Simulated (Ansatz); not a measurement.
We consider C11b WSi2, described by r²SCAN (Ansatz, a program for electronic structure, plane waves, PAW).

Numerical settings: plane-wave cutoff 500 eV, 18×18×18 k mesh, Fermi–Dirac smearing 0.05 eV, no spin polarisation, scalar-relativistic PAW data made under PBE.

Computed at the level's own relaxed cell.

Q: Predict the equilibrium volume per atom, lattice parameter a and lattice parameter c.

A: 
* **equilibrium volume per atom**: 13.41 Å³/atom
* **lattice parameter a**: 3.211 Å
* **lattice parameter c**: 7.805 Å

Measured, for comparison: lattice constant a 3.214 Å, lattice parameter c 7.831 Å (temperature not stated, no zero-point or thermal correction; as tabulated in Pavlosiuk et al. (2022), arXiv:2202.05362). Computed (rounded) less measured: lattice constant a -0.1 %, lattice parameter c -0.3 %. A static lattice is as a rule a little smaller and stiffer than an uncorrected measurement, which narrows the difference in the lattice parameter c and would widen misses of the other sign.

Spin–orbit coupling is not included.

The computed numbers hold no vibrational or temperature effects.

The result took very roughly 80 core-seconds.
